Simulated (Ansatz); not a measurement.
Data:

```
ZnS
1.0
    0.00000     2.69644     2.63048
    2.69644     0.00000     2.63048
    2.69644     2.69644     0.00000
Zn S
1 1
Direct
  0.00000   0.00000   0.00000
  0.25000   0.25000   0.25000
```

These are r2SCAN with spin-orbit coupling, rigid bands (plane waves, PAW; Ansatz, a quantum-chemistry and plane-wave program) values and carry that method's errors. Condition of this run: uniaxial stress along [001] of 1 GPa (compression positive) (the target of the relaxation). Cell: cell and atoms relaxed with PBEsol, then loaded as said.

Problem. What conductivity effective mass do dilute holes have at 300 K?

Solution. 0.79 (x), 0.79 (y), 0.68 (z) mₑ.

Problem. Predict the electron conductivity mass (n e² τ/σ) at 300 K, by direction if it differs.

Solution. 0.21 mₑ.

Problem. And the band gap?

Solution. 2.74 eV at this level; semilocal functionals usually fall short of the measured gap.

Rigid bands, one relaxation time for all states, no polarons. Geometry: cell and atoms relaxed with PBEsol.
